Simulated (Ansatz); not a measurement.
Amorphous Hf18O35F2, 55 atoms at 8.88 g/cm³, one PBE-relaxed geometry, zone centre. Methods: PBE, scalar-relativistic without spin-orbit coupling (Ansatz, an electronic-structure program); r2SCAN, scalar-relativistic without spin-orbit coupling (Ansatz); HSE06, scalar-relativistic without spin-orbit coupling (Ansatz). Plane waves to 420 eV (r2SCAN 500 eV); exact exchange is cut at the cell's faces. At PBE the levels at the filled edge of the gap are localised (band-tail or defect states). All rungs ran without spin polarisation.

Preparation: random packing, a CHGNet melt and quench, and a DFT relaxation. O and F atoms were pushed apart under 1.9 Å during the dynamics, to hinder bonds among them. The hot cell started wider than the set density and was brought back towards it in steps. It is the lowest in DFT energy of 2 quenches. It is a model cell: composition and starting density were chosen by hand, and all elements were melted together. No dispersion term was used. Its density started from a set value of 8.88 and ended at 8.88 g/cm³. Cooling (nominally 380 K/ps over its main leg) ran many orders faster than in experiment, which tends to leave more defects and strain. A cell of this size samples the disorder only roughly. The volume was held where the preparation left it and the shape relaxed, at a PBE pressure of -2.0 GPa (tension). Stress components on the final sampling reach 2.2 GPa.

The relaxation ran on the zone centre alone. At PBE the level gap is 3.90 eV on a 2×2×2 Γ-centred mesh, and the spacing at the zone centre alone 3.92 eV.

What zone-centre spacing does r2SCAN give, roughly?

4.38 eV (+0.47 eV against PBE).

What zone-centre spacing does HSE06 give, roughly?

5.50 eV (+1.58 eV against PBE).

The highest filled and the lowest empty state spread over these numbers of atoms (participation numbers): PBE: 4.9 and 18.7; r2SCAN: 4.6 and 20.5; HSE06: 4.7 and 22.9.
